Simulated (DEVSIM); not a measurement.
Device: illuminated Si n-on-p cell, one wavelength, at 300 K.

```tsv
layer (left to right)	material	thickness (μm)	Nd (cm⁻³)	Na (cm⁻³)	τn (s)	τp (s)	absorption coefficient (cm⁻¹)
1	Si	0.950	6.5e17	-	0.00032	4e-5	630
2	Si	42.0	-	2e15	0.00075	0.00075	630
```

Left contact: ohmic, minority hole recombination velocity 4e5 cm/s. Right contact: ohmic, minority electron recombination velocity 80 cm/s. Voltage is applied to the left contact. Recombination: SRH at mid-gap, radiative, Auger. Gap narrowing is on: ΔEg = 6.92 meV × (l + √(l² + 0.5)), l = ln(N/1.3e17 cm⁻³), shared equally by both band edges. Light enters at the left, 1.4e18 photons cm⁻² s⁻¹, one pass, no reflection. Mobility is μmin + (μ − μmin)/(1 + (N/Nref)^α).

The device is made up for the run: typed textbook-type constants, with dimensions and the other settings drawn at random. Values at 300 K.

```tsv
parameter	Si
gap (eV)	1.124
affinity (eV)	4.05
permittivity	11.7
Nc (cm⁻³)	2.86e19
Nv (cm⁻³)	3.1e19
μn (cm²/Vs)	1417
μp (cm²/Vs)	470
μn,min	52
μp,min	45
Nref,n	9.7e16
Nref,p	2.2e17
αn	0.68
αp	0.72
B (cm³/s)	4.7e-15
Cn (cm⁶/s)	2.8e-31
Cp (cm⁶/s)	9.9e-32
```

Simulated with DEVSIM: 1D drift-diffusion, Boltzmann statistics, complete ionisation; no tunnelling, impact ionisation, image-force lowering or self-heating.

The photon flux was swept, all else fixed.

| photon flux (cm^-2 s^-1) | largest power (mW/cm²) | fill factor | open-circuit voltage (V) | short-circuit current (mA/cm²) |
|---|---|---|---|---|
| 4.2e16 | 2.72 | 0.82 | 0.548 | 6.09 |
| 1.4e17 | 9.66 | 0.82 | 0.579 | 20.3 |
| 4.2e17 | 30.5 | 0.83 | 0.607 | 60.9 |
| 1.4e18 | 108 | 0.83 | 0.639 | 203 |
| 4.2e18 | 336 | 0.83 | 0.667 | 609 |
| 1.4e19 | 1150 | 0.81 | 0.699 | 2030 |
| 4.2e19 | 3450 | 0.78 | 0.728 | 6100 |

From the first row to the last the largest power goes from 2.72 to 3450. From the first row to the last the fill factor goes from 0.82 to 0.78.
